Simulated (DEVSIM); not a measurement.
# abrupt Si n-p junction

Structure: abrupt Si n-p junction, at 300 K.

```tsv
layer (left to right)	material	thickness (μm)	Nd (cm⁻³)	Na (cm⁻³)	τn (s)	τp (s)
1	Si	0.290	3.2e18	-	2e-6	2e-6
2	Si	23.0	-	1.7e14	2e-6	2e-6
```

Left contact: ohmic. Right contact: ohmic. Voltage is applied to the left contact. Recombination: SRH at mid-gap, Auger. Mobility is μmin + (μ − μmin)/(1 + (N/Nref)^α).

Constants are typed, rounded textbook-type inputs, not results; the design itself was drawn at random and stands for no fabricated device. Values at 300 K.

| parameter | Si |
|---|---|
| gap (eV) | 1.124 |
| affinity (eV) | 4.05 |
| permittivity | 11.7 |
| Nc (cm⁻³) | 2.86e19 |
| Nv (cm⁻³) | 3.1e19 |
| μn (cm²/Vs) | 1417 |
| μp (cm²/Vs) | 470 |
| μn,min | 52 |
| μp,min | 45 |
| Nref,n | 9.7e16 |
| Nref,p | 2.2e17 |
| αn | 0.68 |
| αp | 0.72 |
| Cn (cm⁶/s) | 2.8e-31 |
| Cp (cm⁶/s) | 9.9e-32 |

Simulated with DEVSIM: 1D drift-diffusion, Boltzmann statistics, complete ionisation; no tunnelling, impact ionisation, image-force lowering or self-heating.

```
Quantity                                            Value
---------------------------------------------  ----------
Potential step across the device at zero bias     0.754 V
Largest field in the device at zero bias       97000 V/cm
Dark forward voltage at 1 A/cm²                   0.539 V
Dark forward voltage at 100 A/cm²                 0.761 V
```

Dark forward current:

(V (V), J (A/cm²)): (-0.05, -3.2e-8); (-0.15, -8.6e-7); (-0.30, -0.00021); (-0.40, -0.0096); (-0.55, -1.4); (-0.65, -13); (-0.75, -85); (-0.90, -480); (-1.00, -770); (-1.10, -960); (-1.25, -1200); (-1.35, -1300); (-1.50, -1400); (-1.60, -1500)
